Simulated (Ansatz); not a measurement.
The reference is LiCl in the rock salt structure (space group Fm-3m, No. 225).

```
CELL_PARAMETERS angstrom
      0.00000     2.53210     2.53210
      2.53210     0.00000     2.53210
      2.53210     2.53210     0.00000
ATOMIC_POSITIONS crystal
  Li 0.00000 0.00000 0.00000
  Cl 0.50000 0.50000 0.50000
```

The values are results of PBEsol in Ansatz (plane waves to 420 eV, PAW, spin-orbit coupling left out), not measurements.

Before the change:

The width of the top valence band comes out as 1.20 eV.

One thing is altered: the cell is scaled by 1.0250 in all directions, atoms relaxed at fixed cell.

Question: What happens to the mean gap deformation potential ΔEg/Δln V and width of the top valence band?

Answer: The mean gap deformation potential ΔEg/Δln V amounts to -5.6 eV; the width of the top valence band shrinks by 0.14 eV, from 1.20 eV to 1.06 eV.

The cells carry an imposed strain or load. Stability against distortions was not tested.

Ansatz is a first-principles code.
